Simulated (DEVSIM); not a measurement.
Structure: n-channel Si fully depleted SOI MOSFET with HfO2, at 300 K.

```yaml
gate_length: 40 nm
source_drain_length: 32 nm
dielectric_thickness: 5.7 nm
lateral_straggle: 1.3 nm
underlap: 0 nm
body_thickness: 8.5 nm
buried_oxide: 25 nm
gate_work_function: 4.44 eV
source_and_drain_doping: 9.4e19 cm⁻³, Gaussian tails under the gate
body_doping: 3e16 cm⁻³
lifetime: 1e-8 s
supply: 0.6 V
back_work_function: 4.5 eV
back_or_body_bias: 0.5 V
```

All mobilities are scaled by 0.3; velocity saturation, μ/(1 + (μE/vsat)^b)^(1/b) with b = 2 for electrons and 1 for holes and E the electric field along each mesh edge, is on. Mobility is μmin + (μ − μmin)/(1 + (N/Nref)^α).

The device is made up for the run: typed textbook-type constants, with dimensions and the other settings drawn at random. Values at 300 K.

Si: gap (eV) 1.124, affinity (eV) 4.05, permittivity 11.7, Nc (cm⁻³) 2.86e19, Nv (cm⁻³) 3.1e19, μn (cm²/Vs) 1417, μp (cm²/Vs) 470, μn,min 52, μp,min 45, Nref,n 9.7e16, Nref,p 2.2e17, αn 0.68, αp 0.72, vsat,n (cm/s) 1e7, vsat,p (cm/s) 8.4e6. HfO2: gap (eV) 5.7, affinity (eV) 2.5, permittivity 22. SiO2: gap (eV) 9, affinity (eV) 0.9, permittivity 3.9.

Simulated with DEVSIM: 2D drift-diffusion, Boltzmann statistics, complete ionisation; no quantum confinement, tunnelling, impact ionisation, self-heating, contact resistance or fringe fields beside the gate. Metal contacts follow the ideal Schottky-Mott rule: no Fermi-level pinning, no interface dipoles.

Transfer curves, |Id| in μA/μm:

```csv
Vg (V),Vd = 0.05 V,Vd = 0.6 V
-0.18,0.0003931,0.002980
-0.15,0.0008591,0.006438
-0.12,0.001875,0.01386
-0.09,0.004083,0.02969
-0.06,0.008874,0.06327
-0.03,0.01923,0.1339
0,0.04151,0.2805
0.03,0.08912,0.5803
0.06,0.1898,1.178
0.09,0.3995,2.328
0.12,0.8252,4.429
0.15,1.656,8.018
0.18,3.184,13.69
0.21,5.778,21.95
0.24,9.764,33.16
0.27,15.28,47.53
0.3,22.22,65.15
0.33,30.22,86.04
0.36,38.82,110.1
0.39,47.55,137.3
0.42,55.99,167.3
0.45,63.88,199.9
0.48,71.06,234.8
0.51,77.51,271.8
0.54,83.26,310.6
0.57,88.37,351.1
0.6,92.92,392.9
```

### Question
Work out the subthreshold swing at low drain bias from the rows at -0.18 and -0.15 V, and compare it with the thermal limit.

### Answer
log10(0.0008591/0.0003931) = 0.340 over 30.0 mV, so S = 88.4 mV/decade. The limit kT/q ln 10 is 59.5 mV/decade; the ratio is 1.48. This is the steepest step of the table.

### Question
Find both thresholds at the constant current 0.1 μA × (1 μm/L) a micrometre, and the DIBL.

### Answer
The current is 2.50 μA/μm. Interpolating ln Id gives 0.169 V and 0.093 V; their difference over the 0.55 V of drain bias is 140 mV/V.

### Question
Give the natural length λ = √(ε_body t_body t_ox / (ε_ox)) and the gate length in units of it.

### Answer
λ = 5.08 nm and L/λ = 7.9. The formula is that for thin layers, and L is the gate's length, not the shorter one between the doping tails.

Source and drain are degenerate, where Boltzmann statistics are only rough. The electric field that drives the saturation includes the junctions' built-in field, which lowers the mobility there even at small currents: subthreshold currents come out too low, a known weakness of this choice.
